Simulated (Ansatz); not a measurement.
The starting structures come from a database of crystals and need not be the phases stable at ambient conditions.

 Where the default PAW files enter, the runs use the earlier of Ansatz's two default sets.

By PBEsol, the system below comes out a metal.

A figure of merit of an interconnect metal is its ballistic conductance per area.

Input:

```
Rh3Si2
1.0
    3.96948     0.00000     0.00000
   -1.98474     3.43767     0.00000
    0.00000     0.00000     5.06209
Si Rh
2 3
Direct
  0.33333   0.66667   0.19911
  0.66667   0.33333   0.80089
  0.33333   0.66667   0.67364
  0.66667   0.33333   0.32636
  0.00000   0.00000   0.00000
```

Space group of this cell: P-3m1. The cell is taken as given; by PBEsol its mean pressure is -2.4 GPa.

The current flows along the normal of the first two printed cell vectors, the (001) plane of the conventional cell. No spin-orbit coupling; the value is a mean over 0.1 eV about the Fermi level.

Task: State the ballistic conductance per area according to PBEsol in Ansatz (a program for electronic structure).

Result: 0.48 × 10¹⁵ S/m² for both spins.
